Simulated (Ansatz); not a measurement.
Defect migration in wurtzite CdS: Cd vacancy, charge state -2. Computed with PBE, PAW (plane waves to 420 eV; Ansatz, a quantum-chemistry and plane-wave program).

Settings: 72 host sites, the relaxed PBE lattice, one k-point at (0.125, 0.250, 0.250), smearing 0.01 eV, spin-restricted, no image-charge correction. Static, classical nuclei. The charge state is imposed; whether it is stable for some Fermi level was not computed. Forms of the defect that were not tried may lie lower.

Barriers: single points on a 2×2×2 k-point mesh shifted by half a step along c at the bands' geometries.

A. one Cd atom jumps into the vacancy from a nearby Cd site; the atom moves 3.97 Å along (-0.63, -0.32, 0.47) of the unit cell; the moving atom starts with neighbours S at 2.50, S at 2.59, S at 2.60, S at 2.61 Å and ends with S at 2.49, S at 2.59, S at 2.60, S at 2.61 Å; saddle order not checked.
B. one Cd atom jumps into the vacancy from a nearby Cd site; the atom moves 4.01 Å along (0.00, 0.95, 0.00) of the unit cell; the moving atom starts with neighbours S at 2.50, S at 2.59, S at 2.60, S at 2.61 Å and ends with S at 2.49, S at 2.59, S at 2.60, S at 2.61 Å; saddle order not checked.

### Question
Order them by forward barrier (lowest first) at the level PBE, PAW.

### Answer
A (0.80 eV), B (0.94 eV)
